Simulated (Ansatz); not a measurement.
Worked example: self-consistent single point of SnSeS (P3m1, 3 atoms in the cell) in Ansatz (a quantum-chemistry and plane-wave program).

Method of the run: LDA (PW92), default PAW files made with PBE (plane waves; Ansatz).

The change in words: lattice scaled by 0.98; kpoints.mp_grid.grid: 8 8 4 → 18 18 9. Reference geometry:
```yaml
crystal:
  lattice:
    - [3.77900, 0.00000, 0.00000]
    - [-1.88950, 3.27271, 0.00000]
    - [0.00000, 0.00000, 6.39585]
  atoms:
    - { symbol: Sn, position: [0.33333, 0.66667, 0.01547] }
    - { symbol: Se, position: [0.00000, 0.00000, 0.75771] }
    - { symbol: S, position: [0.66667, 0.33333, 0.23464] }
```

Reference input (self-consistent single point, DFT, LDA (PW92), plane waves, default PAW files made with PBE): basis.ecutwfc = 420 eV; kpoints.mp_grid.grid = 8 8 4; hamiltonian.xc = lda; hamiltonian.pseudopotentials = {kind: paw} (the program's default PAW files); scf.occupations.method = fixed. This run's input differs from it in these lines:

Ansatz 0.2 input:
```diff
@@ -3,5 +3,5 @@
   lattice:
-    - [3.779001, 0.000000, 0.000000]
-    - [-1.889500, 3.272711, 0.000000]
-    - [0.000000, 0.000000, 6.395850]
+    - [3.703421, 0.000000, 0.000000]
+    - [-1.851710, 3.207257, 0.000000]
+    - [0.000000, 0.000000, 6.267933]
   atoms:
@@ -13,3 +13,3 @@
 kpoints:
-  mp_grid: { grid: [8, 8, 4] }
+  mp_grid: { grid: [18, 18, 9] }
 hamiltonian:
```

Output, abridged:

```
SCF iter   1: F=—  HF=-12133.329014 eV  |F-HF|=—  |Δ(HF+E_count)|=         —  Δρ=6.66e-3  dr2=3.33e-2  ethr=1.77e-3  ⟨swp⟩=5.0  Hψ=26816  notcnv=0  defer=574
all-band conjugate gradients solve this SCF's bands
preconditioner: auto → Resta (q_TF=auto, 2.417 Å⁻¹)
SCF iter   2: F=—  HF=-12133.318534 eV  |F-HF|=—  |Δ(HF+E_count)|=   1.05e-2  Δρ=2.87e-3  dr2=3.49e-3  ethr=9.26e-5  ⟨swp⟩=2.2  Hψ=9918  notcnv=0  defer=585
   [... lines left out ...]
SCF iter   4: F=—  HF=-12133.317436 eV  |F-HF|=—  |Δ(HF+E_count)|=   9.80e-5  Δρ=2.72e-4  dr2=5.25e-5  ethr=1.46e-6  ⟨swp⟩=2.7  Hψ=11664  notcnv=0  defer=586
SCF iter   5: F=—  HF=-12133.317434 eV  |F-HF|=—  |Δ(HF+E_count)|=   1.31e-6  Δρ=5.21e-5  dr2=3.33e-6  ethr=1.46e-7  ⟨swp⟩=2.6  Hψ=11722  notcnv=0
SCF iter   6: F=—  HF=-12133.317434 eV  |F-HF|=—  |Δ(HF+E_count)|=   3.77e-8  Δρ=2.35e-5  dr2=5.66e-7  ethr=9.25e-9  ⟨swp⟩=2.0  Hψ=11720  notcnv=0
SCF iter   7: F=-12133.317434 eV  HF=-12133.317434 eV  |F-HF|=2.75e-9  |Δ(HF+E_count)|=   2.24e-7  Δρ=5.66e-6  dr2=4.80e-8  ethr=2.78e-10  ⟨swp⟩=7.7  Hψ=33169  notcnv=0
SCF 1 converged in 7 iterations: F = -12133.317434 eV  dr2 = 4.80e-8
Free energy (F): -12133.317434 eV
Internal energy: -12133.317434 eV  (E = F + TS)
E sigma→0 (E₀):  -12133.317434 eV
Fermi energy:    6.962490 eV
--- Forces (eV/Å), atoms counted from 1 ---
  atom   1  Sn     0.00000000     0.00000000    -0.82459749
  atom   2  Se     0.00000000     0.00000000     0.04399218
  atom   3  S     -0.00000000    -0.00000000     0.78062311
--- Stress (GPa, compression-positive) ---
        0.758589      -0.000000      -0.000000
       -0.000000       0.758589      -0.000000
       -0.000000      -0.000000       0.913282
  P = ⅓ Tr σ = 0.8102 GPa (8.102 kbar)
  The stress holds the Pulay correction. Without it, at fixed plane waves, as pw.x and ABINIT print it: P = 0.7618 GPa
```

The run converged in 7 iterations. Against the reference run the free energy falls by 13.4 meV/atom, the pressure goes from -3.21 to 0.81 GPa, the largest force goes from 0.789 to 0.825 eV/Å and the gap on the mesh goes from 0.632 to 0.699 eV.

The starting cell comes from a database of computed structures (which also holds hypothetical and non-ambient phases and stackings), without a prior relaxation at this level. Its lattice was rescaled by up to half a per cent. One atom was moved a little off its site on purpose. For this run, on top of that: lattice scaled by 0.98. Ansatz's pressure includes its estimate of the finite-basis (Pulay) stress.
